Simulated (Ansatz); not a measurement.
CrBr2 (C2/m, No. 12; cell taken from a computed entry) was calculated with LDA (Ansatz, a quantum-chemistry and plane-wave program, plane waves, PAW).

Settings: plane-wave cutoff 500 eV, 12×12×6 k mesh (along the axes of the cell as run), gaussian smearing 0.02 eV, spin-polarised start, scalar-relativistic PAW data made under PBE.

Computed at the level's own relaxed cell.

Task: What does this level give for the volume per atom?

Result: 
- volume per atom = 24.01 Å³/atom

Note: the magnetic order was assumed, not searched for or taken from measurement; the relaxation could not lower the start's symmetry, so the cell can be a saddle point above a distorted one.

Static lattice: no zero-point or thermal effects.

Cost on a shared machine: roughly 5 core-minutes.
